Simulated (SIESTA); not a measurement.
Input and output of a self-consistent single point for NaAsF6 (Fm-3m, 8 atoms in the cell) (SIESTA).

Method of the run: GGA PBEsol with spin-orbit coupling, numerical atomic orbitals TZP, PseudoDojo PBEsol fully relativistic norm-conserving potentials (rewritten from UPF to PSML) run with SIESTA.

```
NaAsF6
1.0
    0.00000     3.96592     3.96592
    3.96592     0.00000     3.96592
    3.96592     3.96592     0.00000
Na As F
1 1 6
Cartesian
  3.96592   3.96592   3.96592
  0.00000   0.00000   0.00000
  3.96592   3.96592   6.19977
  3.96592   3.96592   1.73208
  6.19977   3.96592   3.96592
  1.73208   3.96592   3.96592
  3.96592   6.19977   3.96592
  3.96592   1.73208   3.96592
```

Reference input (self-consistent single point, DFT, GGA PBEsol, numerical atomic orbitals TZP, PseudoDojo PBEsol standard norm-conserving potentials (rewritten from UPF to PSML)): XC.functional = GGA; XC.authors = PBEsol; potentials = PseudoDojo PBEsol standard; PAO.BasisSize = TZP; PAO.EnergyShift = 0.005 Ry; MeshCutoff = 300 Ry; kgrid.MonkhorstPack = 4 4 4; OccupationFunction = FD; ElectronicTemperature = 10 K; MaxSCFIterations = 150; SCF.Mixer.Method = Broyden; SCF.Mixer.Weight = 0.25. This run's input differs from it in these lines:

```diff
@@ -1,2 +1,2 @@
-# files in the folder: Na.psml As.psml F.psml (PseudoDojo PBEsol standard)
+# files in the folder: Na.psml As.psml F.psml (PseudoDojo PBEsol fully relativistic)
 SystemName  NaAsF6
@@ -41,2 +41,13 @@
 ElectronicTemperature        10 K
+Spin                         spin-orbit
+%block DM.InitSpin
+  1 0.00 0.00 0.00
+  2 0.00 0.00 0.00
+  3 0.00 0.00 0.00
+  4 0.00 0.00 0.00
+  5 0.00 0.00 0.00
+  6 0.00 0.00 0.00
+  7 0.00 0.00 0.00
+  8 0.00 0.00 0.00
+%endblock DM.InitSpin
```

Output (repeated stretches shortened):

```
        iscf     Eharris(eV)        E_KS(eV)     FreeEng(eV)     dDmax    Ef(eV) dHmax(eV)
   scf:    1    -8109.656056    -8128.819563    -8128.819563  0.879250 -9.231480 13.191076
     spin moment: {S} , |S| = {   -0.00000   -0.00000    0.00000 }     0.00000
   scf:    2    -8135.454681    -8132.567227    -8132.567227  0.111425 -9.730049  6.693342
     spin moment: {S} , |S| = {    0.00000    0.00000    0.00000 }     0.00000
   scf:    3    -8133.821197    -8133.461377    -8133.461377  0.124117 -7.176591  1.002573
     spin moment: {S} , |S| = {    0.00000   -0.00000    0.00000 }     0.00000
   [... lines left out ...]
     spin moment: {S} , |S| = {    0.00000   -0.00000   -0.00000 }     0.00000
   scf:    9    -8133.486892    -8133.486893    -8133.486893  0.000033 -4.666385  0.004011
     spin moment: {S} , |S| = {   -0.00000   -0.00000    0.00000 }     0.00000
   scf:   10    -8133.486892    -8133.486894    -8133.486894  0.000057 -4.666290  0.000533
     spin moment: {S} , |S| = {    0.00000    0.00000    0.00000 }     0.00000
   scf:   11    -8133.486893    -8133.486894    -8133.486894  0.000009 -4.666188  0.000339
     spin moment: {S} , |S| = {   -0.00000    0.00000   -0.00000 }     0.00000
SCF Convergence by DM+H criterion
max |DM_out - DM_in|         :     0.0000085344
max |H_out - H_in|      (eV) :     0.0003388857
SCF cycle converged after 11 iterations

Using DM_out to compute the final energy and forces

siesta: E_KS(eV) =            -8133.4869

siesta: E_KS - E_eggbox =     -8133.4869

siesta: Atomic forces (eV/Ang):
     1    0.000000    0.000000    0.000000
     2    0.000000    0.000000    0.000000
     3   -0.000974   -0.000974   -1.455123
     4    0.000974    0.000974    1.455123
     5   -1.455123   -0.000974   -0.000974
     6    1.455123    0.000974    0.000974
     7   -0.000974   -1.455123   -0.000974
     8    0.000974    1.455123    0.000974
   Tot   -0.000000   -0.000000   -0.000000
   Max    1.455123
   Res    0.727562    sqrt( Sum f_i^2 / 3N )
   Max    1.455123    constrained

   [... lines left out ...]
siesta: FreeEng =     -8133.486894
   [... lines left out ...]
siesta:    -0.042971   -0.000500   -0.000500
siesta:    -0.000500   -0.042971   -0.000500
siesta:    -0.000500   -0.000500   -0.042971

siesta: Cell volume =        124.756399 Ang**3

siesta: Pressure (static):
siesta:                Solid            Molecule  Units
siesta:           0.00046801          0.00103556  Ry/Bohr**3
siesta:           0.04297114          0.09508103  eV/Ang**3
siesta:          68.84735718        152.33660558  kBar
```

The run converged in 11 iterations. Against the reference run the pressure stays at 6.88 GPa, the largest force goes from 1.443 to 1.455 eV/Å and the gap on the mesh moves little (5.193 to 5.184 eV).

The starting cell comes from a database of computed structures (which also holds hypothetical and non-ambient phases and stackings), without a prior relaxation at this level. Its lattice was rescaled by a random factor within 2.5 % of one. Values carry the incompleteness of an atom-centred basis. With a pressure of about 7 GPa the cell is away from its equilibrium volume at this level. Forces in this geometry exceed 1 eV/Å.

Cost on one core of a shared machine: roughly 2 min.
